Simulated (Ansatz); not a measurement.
By PBEsol, the system below comes out a metal.

Without scattering a metal conducts by its projected Fermi surface.

```xyz
4
Lattice="4.4321 0.0000 0.0000 0.0000 4.5555 0.0000 2.2160 0.0000 3.7990" Properties=species:S:1:pos:R:3 pbc="T T T"
Ga     4.4321     1.8924     2.6160
Ga     2.2160     2.6631     1.1830
Ga     4.4321     4.1701     1.1830
Ga     2.2160     0.3854     2.6160
```

The cell is taken as given.

The current flows along the normal of the first two printed cell vectors. No spin-orbit coupling; the value is a mean over 0.1 eV about the Fermi level.

Task: Give the ballistic conductance per area that PBEsol run with Ansatz (a first-principles code) yields.

Result: 0.22 × 10¹⁵ S/m² for both spins.
